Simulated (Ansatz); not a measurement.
Consider AlN in the wurtzite structure (space group P6_3mc, No. 186; a = 3.0888 Å, c = 4.9433 Å). Axes: x lies along a and z along c of the hexagonal cell.

All numbers come from LDA (Ansatz, an electronic-structure program, PAW, scalar-relativistic without spin-orbit coupling).

Before the change:

```
Quantity                                Value
-----------------------------  --------------
Width of the top valence band         2.44 eV
Band gap                              4.42 eV
Electron mass                  0.32 mₑ (at Γ)
```

Perturbation: uniaxial strain ε_zz = +1.20 %, all other strain components held at zero; the atoms relax in the strained cell.

Question: What happens to the stress, width of the top valence band, band gap, electron mass and energy relative to the base?

Answer: The stress (xx, yy, zz, yz, xz, xy; compression positive) is (-1.27, -1.27, -4.45, 0.00, 0.00, 0.00) GPa; the width of the top valence band shrinks by 0.08 eV (2.44 eV → 2.36 eV); the band gap shrinks by 0.05 eV, from 4.42 eV to 4.37 eV; the electron mass goes from 0.32 mₑ (at Γ) to 0.30 mₑ along z, 0.32 mₑ across (at Γ); the energy grows by 1.7 meV/atom.

Masses are band curvatures over ±0.01 Å⁻¹ around the edge. Stability against distortions was not tested.
